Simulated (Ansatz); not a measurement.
The starting structures come from a database of crystals and need not be the phases stable at ambient conditions.

Tunnelling through a barrier is set by its complex band structure: the current falls as exp(−2κd) with the smallest κ.

```yaml
crystal:
  lattice:
    - [3.20740, 0.00000, 0.00000]
    - [0.00000, 5.60444, 0.00000]
    - [0.00000, 0.00000, 9.97555]
  atoms:
    - { symbol: Cd, position: [0.50000, 0.93986, 0.32349] }
    - { symbol: Cd, position: [0.50000, 0.06014, 0.67651] }
    - { symbol: Cd, position: [0.50000, 0.43986, 0.17651] }
    - { symbol: Cd, position: [0.50000, 0.56014, 0.82349] }
    - { symbol: Sn, position: [0.00000, 0.00000, 0.00000] }
    - { symbol: Sn, position: [0.00000, 0.50000, 0.50000] }
    - { symbol: O, position: [0.00000, 0.86575, 0.80809] }
    - { symbol: O, position: [0.00000, 0.13425, 0.19191] }
    - { symbol: O, position: [0.00000, 0.36575, 0.69191] }
    - { symbol: O, position: [0.00000, 0.63425, 0.30809] }
    - { symbol: O, position: [0.50000, 0.73451, 0.53980] }
    - { symbol: O, position: [0.50000, 0.26549, 0.46020] }
    - { symbol: O, position: [0.50000, 0.23451, 0.96020] }
    - { symbol: O, position: [0.50000, 0.76549, 0.03980] }
```

Space group of this cell: Pbam. The cell is taken as given; by PBEsol its mean pressure is -1.6 GPa.

Transport runs along the normal of the first two printed cell vectors.

The gap is the functional's own. No spin-orbit coupling. Mid-gap values are interpolated on the energy grid.

Problem. Compute, with PBEsol (Ansatz, a quantum-chemistry and plane-wave program), the band gap and the smallest decay constant κ at mid-gap.

Solution. Gap 0.47 eV on a 10×6×4 mesh; κ = 0.077 1/Å, at the zone centre.
